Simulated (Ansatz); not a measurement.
TiO2: pressure 30 GPa

The reference is TiO2 in the anatase structure (space group I4_1/amd, No. 141; a = 3.7698 Å, c = 9.5518 Å).

One thing is altered: a hydrostatic pressure of 30 GPa.

All numbers come from PBEsol (Ansatz, an electronic-structure program; PAW; 420 eV plane waves; no spin-orbit coupling). Γ-centred 12×12×12 mesh, Fermi–Dirac width 0.05 eV.

- Volume per atom = 9.79 Å³ (base 11.31 Å³)
- Density = 4.52 g/cm³ (base 3.91 g/cm³)
- Lattice parameter a = 3.717 Å (base 3.770 Å)
- c/a ratio = 2.288 (base 2.534)
- Shortest interatomic distance = 1.871 Å (base 1.928 Å)
- Enthalpy H = E + PV relative to the base's energy = +1.97 eV/atom
- Band gap = 1.73 eV (base 2.11 eV)
- Smallest direct gap = 2.38 eV (base 2.44 eV)
- Width of the top valence band = 1.22 eV (base 0.84 eV)
- Electron mass = 2.8 mₑ along c, 0.31 mₑ across (at Γ)

Cost of the whole job for the changed cell (relaxation, final SCF and bands): about 4 core-minutes (a rough figure).

Load acts through the strain it causes; cell and atoms are relaxed under it. Effective masses come from finite differences of ±0.01 Å⁻¹. No phonon test of stability was made. No other phases were tried under pressure. All final runs are without spin polarisation.
